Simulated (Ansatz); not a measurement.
Input:

```
CELL_PARAMETERS angstrom
      0.00000     2.24904     2.24904
      2.24904     0.00000     2.24904
      2.24904     2.24904     0.00000
ATOMIC_POSITIONS crystal
  N  0.75000 0.75000 0.75000
  Ga 0.00000 0.00000 0.00000
```

No spin polarisation.

Hole doping at 1.0×10^21 cm⁻³ (0.0228 per cell), with a uniform compensating background at fixed cell and a 300 K Fermi–Dirac width.

The values are results of PBEsol (Ansatz, a quantum-chemistry and plane-wave program; PAW; 420 eV plane waves; no spin-orbit coupling), not measurements. k-mesh 29×29×29 (Γ-centred); smearing 0.0259 eV (Fermi–Dirac).

Problem. Predict the gap character, Fermi level from band edge and gap between the host's bands.

Solution. 
- Gap character = direct at Γ
- Fermi level relative to the doped band's edge (positive inside the band; to 0.05 eV) = +0.10 eV
- Gap between the host's bands = 1.73 eV

Carriers are added with a uniform compensating background; total energy and stress of such cells depend on the potential's zero and are not compared; many-body gap narrowing is missing at this level. Stability against distortions was not tested. The cell was made from GaN in the zinc blende structure (space group F-43m, No. 216) by this change: holes 1.0×10^21 cm⁻³. This is not the structure that GaN has at room temperature and ambient pressure.
